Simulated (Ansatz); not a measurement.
Start from Mg2Si (space group Fm-3m, No. 225; a = 6.364 Å).

The values are results of PBE, PAW, 420 eV (Ansatz, an electronic-structure program; without spin-orbit coupling), earlier PAW set, not measurements.

For the base:

| Property | Result |
|---|---|
| Gap character | indirect, Γ → X |
| Gap between the host's bands | 0.22 eV |

Perturbation: electron doping at 7.0×10^21 cm⁻³ (0.451 per cell), with a uniform compensating background at fixed cell and a 300 K Fermi–Dirac width.

Problem. What happens to the gap character?

Solution. The gap character stays indirect, Γ → X.

Problem. Estimate the effect on the gap between the host's bands.

Solution. The gap between the host's bands shrinks by 0.08 eV to 0.14 eV.

Problem. What does the calculation give for the Fermi level from band edge after the change?

Solution. The Fermi level relative to the doped band's edge (positive inside the band; to 0.05 eV) amounts to +1.00 eV.

Carriers are added with a uniform compensating background; total energy and stress of such cells depend on the potential's zero and are not compared; many-body gap narrowing is missing at this level. Whether these cells are dynamically stable was not tested. A zero or small gap of Mg2Si can be the functional's error rather than a property of the material.
